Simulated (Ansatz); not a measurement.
Hexagonal WC was calculated with r²SCAN in Ansatz (plane waves, PAW).

Numerical settings: plane-wave cutoff 500 eV, 18×18×14 k mesh (along the axes of the cell as run), Fermi–Dirac smearing 0.05 eV, no spin polarisation, scalar-relativistic PAW data made under PBE.

Computed at the level's own relaxed cell.

What does this level give for the equilibrium volume per atom, equilibrium lattice constant a and lattice parameter c?


- equilibrium volume per atom = 10.41 Å³/atom
- equilibrium lattice constant a = 2.912 Å
- lattice parameter c = 2.836 Å

Measured, for comparison: lattice constant a 2.906 Å, lattice parameter c 2.837 Å (300 K, no zero-point or thermal correction; as tabulated in Wikipedia's data pages). Computed (rounded) less measured: lattice constant a +0.2 %, lattice parameter c 0.0 %.

Spin–orbit coupling is not included.

Static lattice: no zero-point or thermal effects.

Computing time: about 70 core-seconds (a rough figure).

Ansatz is an electronic-structure program.
